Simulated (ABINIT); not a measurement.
Pressure against volume in Sn (space group 141) (ABINIT, PBE)

```xyz
2
Lattice="-2.8632 2.8632 1.5617 2.8632 -2.8632 1.5617 2.8632 2.8632 -1.5617" Properties=species:S:1:pos:R:3 pbc="T T T"
Sn     0.0000     0.0000     0.0000
Sn     0.0000     2.8632     0.7809
```

Computed with PBE, norm-conserving pseudopotentials (PseudoDojo nc-sr-05 PBE standard) (plane waves; ABINIT 10.0.3). Settings: pseudos = [Sn.upf]; ecut = 47 Ha; ixc = 11; occopt = 3; tsmear = 0.05 eV; ngkpt = 11 11 11; nshiftk = 1; shiftk = 0 0 0; potentials = PseudoDojo nc-sr-05 PBE standard; nband = 19; kptopt = 1; nstep = 100; tolvrs = 1e-10. The cell above is the first row's. The rows scale it uniformly. In all rows fractional positions and the k mesh are held.

| V (Å^3/atom) | P (GPa) |
|---|---|
| 25.605 | ? |
| 26.162 | 4.79 |
| 26.719 | 3.38 |
| 27.275 | 2.13 |
| 27.832 | 1.01 |
| 28.388 | 0.02 |
| 28.945 | -0.87 |
| 29.502 | -1.66 |
| 30.058 | -2.36 |

Taking a cubic for P over the 8 complete rows: With u = V - 28.1, the rows have u = -1.9380, -1.3810, -0.8250, -0.2680, 0.2880, 0.8450, 1.4020, 1.9580. Least squares gives P = 0.517 - 1.7901·u + 0.1887·u² - 0.01288·u³. Residuals (row less fit): 0.001, -0.003, 0.001, -0.001, 0.003, -0.001, -0.003, 0.001; standard error 0.003 (degrees of freedom: 4). The fitted pressure is zero at V0 = 28.40, where dP/dV = -1.681, so B0 = -V0·dP/dV = 47.7 GPa.

Question: What does the fit predict for P at V = 25.605, and how far is the calculated value from it?

Answer: u = -2.4950, so P = 0.517 - 1.7901 × (-2.4950) + 0.1887 × (-2.4950)² - 0.01288 × (-2.4950)³ = 6.358 GPa. The calculation gives 6.36 GPa, which the fit meets to the printed digits. The row lies outside the fitted rows, so this is an extrapolation. From the scatter of the fitted rows alone, a prediction at this place has a standard error of 0.007 GPa, so the miss is 0.3 times that.

Carrying the step between the two nearest rows on in a straight line would have given 6.20, off by 0.16; series whose last step already gives the withheld value aren't shown. The scan was laid around a cell of about the measured size, scaled by a guess for this functional; axis ratios and inner coordinates come from that cell. The runs keep the symmetry of the cell, so they don't test it for distortions. The PBE file for Sn was generated anew from PseudoDojo's inputs, some of which were changed. The shape of the cell and the inner coordinates aren't relaxed, so V0 and B0 belong to this uniform scaling; a relaxed crystal lies no higher in energy and is usually softer. Cutoffs and mesh are single choices, not tested for convergence of this quantity. Series with a scatter that would blur these digits, or in which a gap closes, are not shown.
